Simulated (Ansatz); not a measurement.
Amorphous In₁₄Ga₆Zn₆O₃₆, 62 atoms at 6.04 g/cm³, one PBE-relaxed geometry, zone centre. Methods: PBE, scalar-relativistic without spin-orbit coupling (Ansatz, a first-principles code); r2SCAN, scalar-relativistic without spin-orbit coupling (Ansatz); HSE06, scalar-relativistic without spin-orbit coupling (Ansatz). Plane waves to 420 eV (r2SCAN 500 eV); exact exchange is cut at the cell's faces. At PBE the levels at the filled edge of the gap are localised (band-tail or defect states). All rungs ran without spin polarisation.

A CHGNet melt-quench gave the starting glass, which DFT then relaxed. O atoms were pushed apart under 1.9 Å during the dynamics, to hinder bonds among them. The hot cell started wider than the set density and was brought back towards it in steps. It is the lowest in DFT energy of 2 quenches. It is a model cell: composition and starting density were chosen by hand, and all elements were melted together. No dispersion term was used. Its density started from a set value of 6.16 and ended at 6.04 g/cm³. The simulated quench (nominally 190 K/ps over its main leg) is rapid and tends to freeze in more defects than a deposited or slowly cooled glass has. A cell of this size samples the disorder only roughly. The volume was free in the relaxation, at fixed shape. Stress components on the final sampling reach 2.6 GPa.

The relaxation ran on the zone centre alone. At PBE the level gap is 0.65 eV on a 2×2×2 Γ-centred mesh, and the spacing at the zone centre alone 0.65 eV.

Task: What zone-centre spacing does r2SCAN give, roughly?

Result: 1.14 eV (+0.49 eV against PBE).

Task: What zone-centre spacing does HSE06 give, roughly?

Result: 2.21 eV (+1.56 eV against PBE).

The highest filled and the lowest empty state spread over these numbers of atoms (participation numbers): PBE: 4.8 and 56.0; r2SCAN: 13.2 and 55.2; HSE06: 12.6 and 54.8.
